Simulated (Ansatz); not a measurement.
We consider BP (model structure, started from the CdTe type, P6₄22, No. 181, 6 atoms in the cell), described by r²SCAN (plane waves, PAW; Ansatz, an electronic-structure program).

Numerical settings: plane-wave cutoff 560 eV, 12×12×6 k mesh (along the axes of the cell as run), Fermi–Dirac smearing 0.01 eV, scalar-relativistic PAW data made under PBE.

Cell (relaxed with PBEsol):

```
BP
1.0
    3.25952     0.00000     0.00000
   -1.62976     2.82283     0.00000
    0.00000     0.00000     6.94001
B P
3 3
Cartesian
 -0.81485   1.41135   4.62667
  0.81491   1.41147   0.00000
  1.62969   0.00000   2.31334
 -0.81485   1.41136   1.15667
  0.81491   1.41147   3.47000
  1.62970   0.00000   5.78334
```

**Question.** Predict the band gap and smallest direct gap on the k points sampled.

**Answer.** 
- band gap: 0.15 eV (indirect)
- smallest direct gap on the k points sampled: 2.63 eV

Note: the relaxation could raise the start's symmetry but not lower it, so the cell can be a saddle point; cell and atoms aren't relaxed at this level (pressure 3.6 GPa).

Cost on a shared machine: about 30 core-seconds (a rough figure).

A model structure was made by putting elements into a prototype or built by hand; it is no filed structure, need not be a known phase, and can be a saddle point held by its symmetry.
